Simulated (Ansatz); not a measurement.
Base system: Ru in the hcp (Mg type) structure (space group P6_3/mmc, No. 194; a = 2.6919 Å, c = 4.2457 Å). Axes: x lies along a and z along c of the hexagonal cell.

Method: plane-wave PAW DFT at the PBEsol level (Ansatz, an electronic-structure program, 420 eV), no spin-orbit coupling.

Before the change:

```
Quantity    Value
--------  -------
Pressure  0.0 GPa
```

Modification: the symmetric strain tensor [-0.0023 0.0100 -0.0029; 0.0100 -0.0037 -0.0039; -0.0029 -0.0039 -0.0032]; the atoms relax in the strained cell.

Predict the new energy relative to the base and pressure.

The energy rises by 5.8 meV/atom; the pressure (mean of the normal stresses, compression positive) goes from zero to 3.4 GPa.

Without a gap, meshes like the base's 20×20×11 leave anisotropic stresses uncertain by several tenths of a GPa, and small strain energies with them. Whether these cells are dynamically stable was not tested. All final runs are without spin polarisation.
